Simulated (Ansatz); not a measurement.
Base system: WS2 in the 2H-MoS2 type structure (space group P6_3/mmc, No. 194; a = 3.115 Å, c = 11.773 Å; layered, stacked along the Cartesian z axis).

Method: plane-wave PAW DFT at the PBEsol-D3(BJ) level (Ansatz, an electronic-structure program, 420 eV), no spin-orbit coupling.

Base values:

| Quantity | Value |
|---|---|
| Lattice parameter a | 3.115 Å |
| Band gap | 0.65 eV |
| c/a ratio | 3.780 |
| Smallest direct gap | 1.92 eV |

Perturbation: cell and atoms relaxed at a pressure of 7.5 GPa.

### Question
What happens to the lattice parameter a?

### Answer
The lattice parameter a drops by 0.0524 Å (3.115 Å → 3.062 Å).

### Question
Estimate the effect on the band gap.

### Answer
The band gap decreases by 0.34 eV, from 0.65 eV to 0.31 eV.

### Question
What does the calculation give for the c/a ratio after the change?

### Answer
The c/a ratio drops by 0.096, from 3.780 to 3.684.

### Question
Estimate the effect on the smallest direct gap.

### Answer
The smallest direct gap falls by 0.25 eV (1.92 eV → 1.67 eV).

With W present, leaving out spin-orbit coupling can change the band edges. Load acts through the strain it causes; cell and atoms are relaxed under it. No phonon test of stability was made. No other phases were tried under pressure.
